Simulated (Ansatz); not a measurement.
# Be under a change: tensor shear ε_xy = −0.44 %

The reference is Be in the hcp (Mg type) structure (space group P6_3/mmc, No. 194; a = 2.262 Å, c = 3.569 Å; relaxed with 0.1 eV smearing). Axes: x lies along a and z along c of the hexagonal cell.

Modification: a pure shear with ε_xy = ε_yx = -0.0044; the atoms relax in the strained cell.

Method: r2SCAN (Ansatz, a program for electronic structure), without spin-orbit coupling. k-mesh 29×29×16 (Γ-centred); smearing 0.1 eV (Fermi–Dirac).

```json
[
 {"quantity": "volume per atom", "base": "7.91 Å³", "changed": "7.91 Å³", "shift": "0.00 Å³"},
 {"quantity": "shortest interatomic distance", "base": "2.211 Å", "changed": "2.211 Å", "shift": "0.000 Å"},
 {"quantity": "energy relative to the base (free energy F)", "base": "0 meV/atom", "changed": "+0.3 meV/atom", "shift": "+0.3 meV/atom"},
 {"quantity": "pressure (mean of the normal stresses, compression positive)", "base": "0.0 GPa", "changed": "0.0 GPa", "shift": "0.0 GPa"},
 {"quantity": "band gap", "base": "zero", "changed": "zero", "shift": "–"},
 {"quantity": "stress (xx, yy, zz, yz, xz, xy; compression positive)", "base": "–", "changed": "(0.0, 0.1, 0.0, 0.0, 0.0, 1.4) GPa", "shift": "–"}
]
```

Stability against distortions was not tested.
